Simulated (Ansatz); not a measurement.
Start from ZrO2 (space group P4_2/nmc, No. 137).

```yaml
crystal:
  lattice:
    - [3.62104, 0.00000, 0.00000]
    - [0.00000, 3.62104, 0.00000]
    - [0.00000, 0.00000, 5.28293]
  atoms:
    - { symbol: Zr, position: [0.00000, 0.00000, 0.00000] }
    - { symbol: Zr, position: [0.50000, 0.50000, 0.50000] }
    - { symbol: O, position: [0.00000, 0.50000, 0.19276] }
    - { symbol: O, position: [0.00000, 0.50000, 0.69276] }
    - { symbol: O, position: [0.50000, 0.00000, 0.30724] }
    - { symbol: O, position: [0.50000, 0.00000, 0.80724] }
```

Cartesian axes are those of the cell as printed.

Computed with PBE/PAW in Ansatz (a quantum-chemistry and plane-wave program), no spin-orbit coupling.

Strains are applied to the cell and any free atomic positions relax; under biaxial strain the out-of-plane vector relaxes too.

One change was made to it. Results:

```json
[
 {"quantity": "electron mass", "base": "2.3 mₑ along c, 0.61 mₑ across (at Γ)", "after": "2.3 mₑ out of plane, 0.58 mₑ in plane (at Γ)"},
 {"quantity": "band gap", "base": "4.04 eV", "after": "3.66 eV"}
]
```

Question: What was done to the base?
A) biaxial strain +3.48 %, plane normal [001], relaxed out of plane
B) isotropic strain −2.74 %
C) isotropic strain +2.75 %
D) biaxial strain −1.39 %, plane normal [001], relaxed out of plane
E) biaxial strain +1.95 %, plane normal [001], relaxed out of plane

Answer: E, biaxial strain +1.95 %, plane normal [001], relaxed out of plane. For comparison, the band gap in the other runs: biaxial strain +3.48 %, plane normal [001], relaxed out of plane gives 3.38 eV; biaxial strain −1.39 %, plane normal [001], relaxed out of plane gives 4.16 eV; isotropic strain +2.75 % gives 3.75 eV; isotropic strain −2.74 % gives 4.10 eV.

Masses are band curvatures over ±0.01 Å⁻¹ around the edge. No phonon test of stability was made. This is not the structure that ZrO2 has at room temperature and ambient pressure.
